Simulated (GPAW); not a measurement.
Checking a run of GPAW on YMg5 (P-62m, 6 atoms in the cell). The aim is a self-consistent single point with DFT PBEsol, plane waves, GPAW PAW datasets PBEsol (made by gpaw-setup).

Cell that was meant: a = 5.6522 Å, b = 5.6522 Å, c = 5.0791 Å, α = 90.00°, β = 90.00°, γ = 120.00°.

Part of the input:

```python
            xc='PBEsol',
            kpts={'size': (4, 4, 4), 'gamma': True},
            occupations={'name': 'fermi-dirac', 'width': 0.05},
            nbands=31,
            convergence={'density': 1e-05, 'energy': 1e-05},
            symmetry={'symmorphic': False, 'tolerance': 0.0005},
            maxiter=120,
```

The program printed (abridged):

```
Input parameters:
  convergence: {density: 1e-05,
                energy: 1e-05}
  kpts: {gamma: True,
         size: (4, 4, 4)}
   [... lines left out ...]
   5 Mg    -0.000002    3.263327    2.539537    ( 0.0000,  0.0000,  0.0000)

Unit cell:
           periodic     x           y           z      points  spacing
  1. axis:    yes    5.652245    0.000000    0.000000    40     0.1224
  2. axis:    yes   -2.826122    4.894988    0.000000    40     0.1224
  3. axis:    yes    0.000000    0.000000    5.079073    35     0.1451

  Lengths:   5.652245   5.652245   5.079073
  Angles:   90.000000  90.000000 119.999994

Effective grid spacing dv^(1/3) = 0.1359
     iter     time        total  log10-change:
                         energy   eigst   dens
iter:   1 --:--:--   -14.321773
iter:   2 --:--:--   -14.419453   -0.31  -1.57
iter:   3 --:--:--   -14.358702   -0.76  -1.59
iter:   4 --:--:--   -14.382936   -1.35  -1.93
iter:   5 --:--:--   -14.393103   -2.00  -2.26
iter:   6 --:--:--   -14.370546   -2.35  -2.16
iter:   7 --:--:--   -14.371006   -2.98  -2.90
iter:   8 --:--:--   -14.371068c  -3.35  -2.93
iter:   9 --:--:--   -14.370700c  -3.79  -3.00
iter:  10 --:--:--   -14.370903c  -3.41  -2.88
iter:  11 --:--:--   -14.369165   -3.46  -2.77
   [... lines left out ...]
iter:  15 --:--:--   -14.369116c  -5.25  -4.04
iter:  16 --:--:--   -14.369118c  -5.32  -4.11
iter:  17 --:--:--   -14.369125c  -5.57  -4.19
   [... 7 lines left out ...]
iter:  25 --:--:--   -14.369122c  -6.76  -4.70
iter:  26 --:--:--   -14.369121c  -7.16  -4.96
iter:  27 --:--:--   -14.369122c  -7.17  -4.80
iter:  28 --:--:--   -14.369122c  -7.19  -4.99
iter:  29 --:--:--   -14.369122c  -7.07  -5.03c
iter:  30 --:--:--   -14.369122c  -7.26  -5.20c
iter:  31 --:--:--   -14.369123c  -6.97  -5.21c
iter:  32 --:--:--   -14.369123c  -7.78c -4.97
iter:  33 --:--:--   -14.369123c  -7.79c -5.16c
Converged after 33 iterations.

Dipole moment: (0.000002, 0.000000, 0.000007) |e|*Ang

Energy contributions relative to reference atoms: (reference = -119225.865380)

Kinetic:         -4.162666
Potential:      +12.310116
External:        +0.000000
XC:             -22.109799
Entropy (-ST):   -0.017555
Local:           -0.397996
SIC:             +0.000000
--------------------------
Free energy:    -14.377900
Extrapolated:   -14.369123

Showing only first 2 kpts
 Kpt  Band  Eigenvalues  Occupancy
  0    28      3.34120    2.00000
  0    29      3.39807    2.00000
  0    30      4.46380    1.78797

  1    28      3.70240    2.00000
  1    29      4.16032    1.99945
  1    30      4.16033    1.99945

Fermi level: 4.57040

No gap
   [... lines left out ...]
  1 Mg    0.02349   -0.04069    0.00000
  2 Mg   -0.04699    0.00000    0.00000
  3 Mg    0.02349    0.04069    0.00000
  4 Mg    0.00000   -0.00000    0.00000
  5 Mg    0.00000    0.00000    0.00000

Stress tensor:
    -0.001075     0.000000     0.000000
     0.000000    -0.001075     0.000000
     0.000000     0.000000    -0.012340
Stress (GPa, Voigt): [-0.1722 -0.1722 -1.9771  0.      0.      0.    ]
```

Q: Can these results be used? Check the input.

A: The run is not sound. The fault is too few bands. Each band holds two electrons without spin (one with spinors), and smearing needs some empty bands above the Fermi level. To fix it, raise the band count or leave it to the default. The run converged in 33 iterations without an error; against the sound input the free energy rises by 10.0 meV/atom, the pressure hardly changes (0.79 to 0.77 GPa) and the largest force goes from 0.008 to 0.047 eV/Å.

The sound input it was made from differs as follows (other fixes are possible):
```diff
-            nbands=31,
+            nbands=-10,
```

With that input, the run converged in 19 iterations: free energy E − TS (from the program's reference atoms) -14.4380 eV; Fermi level (on the code's own zero) 4.48 eV; pressure 0.79 GPa; largest force (vector length) 0.008 eV/Å (DFT PBEsol, plane waves, GPAW PAW datasets PBEsol (made by gpaw-setup)).

On the sound input: the starting cell comes from a database of computed structures (which also holds hypothetical and non-ambient phases and stackings), without a prior relaxation at this level. Its lattice was rescaled by a random factor within 2.5 % of one.
